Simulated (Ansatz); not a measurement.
# GaP: energy against strain

GaP (zinc blende, F-43m, 20.108 Å³/atom at rest) under an equal strain ε in the (111) plane with the normal axis free, as in a coherent film. PBEsol in Ansatz, a plane-wave DFT program (PAW, default set), 420 eV, 11×11×11 Γ-centred mesh, Fermi-Dirac smearing 0.05 eV; ions are relaxed within the symmetry of each cell.

Here s stands for strain and y for E less E0.

| strain (%) | E less E0 (meV/atom) |
|---|---|
| -2.50 | ? |
| -1.25 | 3.95 |
| -0.83 | 1.72 |
| -0.42 | 0.43 |
| 0.00 | 0.00 |
| 0.42 | 0.43 |
| 0.83 | 1.67 |
| 1.25 | 3.75 |

Q: Using a parabola, estimate the missing y at s = -2.50 from the other rows, showing the fit.

A: Least squares gives y = -0.003 - 0.0600·s + 2.4659·s². Residuals (row less fit): 0.025, -0.026, -0.027, 0.003, 0.023, 0.024, -0.025; standard error 0.031 (degrees of freedom: 4). Twice the quadratic coefficient over the volume, 2 × 2.4659 meV × 10⁴ × 0.1602 / 20.108 Å³, is twice the biaxial elastic modulus of this plane = 393 ± 3 GPa. At the withheld row, y = -0.003 - 0.0600 × (-2.50) + 2.4659 × (-2.50)² = 15.559 meV/atom. The calculation gives 16.20 meV/atom, 0.641 meV/atom above the prediction (4.0 % of the range of y in the table). The row lies outside the fitted rows, so this is an extrapolation. From the scatter of the fitted rows alone, a prediction at this place has a standard error of 0.117 meV/atom, so the miss is 5.5 times that.

One order more, fitted to all 13 runs of the series, follows each within 0.01, so the miss is the next term of a smooth law. Rows are the converged runs of the series near zero and its far end; series whose fitted rows scatter by over a few per cent of the range, as at a crossing or softening among them, aren't shown in this form. Most that stay on the fit to the last digits aren't either.
